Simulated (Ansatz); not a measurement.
# Cu3N under a change: pressure −1 GPa

Start from Cu₃N (space group Pm-3m, No. 221; a = 3.827 Å).

The change: hydrostatic tension (pressure −1 GPa).

The values are results of PBE (Ansatz, a quantum-chemistry and plane-wave program), without spin-orbit coupling, not measurements. Settings: 9×9×9 k-points, 0.05 eV Fermi–Dirac smearing.

| quantity | base | changed | shift |
|---|---|---|---|
| volume per atom | 14.01 Å³ | 14.13 Å³ | +0.12 Å³ |
| lattice parameter a | 3.827 Å | 3.838 Å | +0.011 Å |
| shortest interatomic distance | 1.913 Å | 1.919 Å | +0.006 Å |
| enthalpy H = E + PV relative to the base's energy | – | -0.09 eV/atom | – |
| band gap | 0.22 eV | 0.25 eV | +0.03 eV |
| gap character | indirect, R → M | indirect, R → M | – |
| smallest direct gap | 0.75 eV | 0.78 eV | +0.03 eV |
| width of the top valence band | 1.75 eV | 1.73 eV | -0.02 eV |
| hole mass (degenerate bands, along [100]) | 0.14, 0.14, 2.1 mₑ (at R) | 0.14, 0.14, 2.1 mₑ (at R) | – |
| valley order (the lowest conduction-band minima on the path, energy above the VBM, named in the base's zone) | M along ⟨110⟩ 0.22 eV; Γ 0.97 eV; X along ⟨100⟩ 1.52 eV | M along ⟨110⟩ 0.25 eV; Γ 0.95 eV; X along ⟨100⟩ 1.50 eV | – |

Final structure:

```yaml
crystal:
  lattice:
    - [3.83805, 0.00000, 0.00000]
    - [0.00000, 3.83805, 0.00000]
    - [0.00000, 0.00000, 3.83805]
  atoms:
    - { symbol: N, position: [0.00000, 0.00000, 0.00000] }
    - { symbol: Cu, position: [0.50000, 0.00000, 0.00000] }
    - { symbol: Cu, position: [0.00000, 0.00000, 0.50000] }
    - { symbol: Cu, position: [0.00000, 0.50000, 0.00000] }
```

Load acts through the strain it causes; cell and atoms are relaxed under it. Masses are band curvatures over ±0.01 Å⁻¹ around the edge. Stability against distortions was not tested. The final runs are not spin-polarised. A zero or small gap of Cu3N can be the functional's error rather than a property of the material.
